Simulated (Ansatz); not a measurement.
**Al2O3: energy against strain**

Al2O3 (corundum, R-3c, 8.562 Å³/atom at rest, c along z) under an equal strain ε in the (0001) plane with the normal axis free, as in a coherent film. PBEsol in Ansatz, a plane-wave DFT program (PAW, default set), 420 eV, 8×8×8 Γ-centred mesh, Fermi-Dirac smearing 0.05 eV; ions are relaxed within the symmetry of each cell.

Here s stands for strain and y for E less E0.

```
strain (%)  E less E0 (meV/atom)
----------  --------------------
-1.50                       6.99
-0.75                       1.73
0.00                        0.00
0.75                        1.68
1.50                        6.58
3.00                           ?
```

Taking a parabola for y over the 5 complete rows: Least squares gives y = 0.006 - 0.1160·s + 3.0133·s². Residuals (row less fit): 0.030, -0.058, -0.006, 0.066, -0.032; standard error 0.070 (degrees of freedom: 2). Twice the quadratic coefficient over the volume, 2 × 3.0133 meV × 10⁴ × 0.1602 / 8.562 Å³, is twice the biaxial elastic modulus of this plane = 1128 ± 12 GPa.

Question: What does the fit predict for y at s = 3.00, and how far is the calculated value from it?

Answer: y = 0.006 - 0.1160 × 3.00 + 3.0133 × 3.00² = 26.778 meV/atom. The calculation gives 25.57 meV/atom, 1.208 meV/atom below the prediction (4.7 % of the range of y in the table). The row lies outside the fitted rows, so this is an extrapolation. From the scatter of the fitted rows alone, a prediction at this place has a standard error of 0.285 meV/atom, so the miss is 4.2 times that.

One order more, fitted to all 9 runs of the series, follows each within 0.01, so the miss is the next term of a smooth law. Rows are the converged runs of the series near zero and its far end; series whose fitted rows scatter by over a few per cent of the range, as at a crossing or softening among them, aren't shown in this form. Most that stay on the fit to the last digits aren't either.
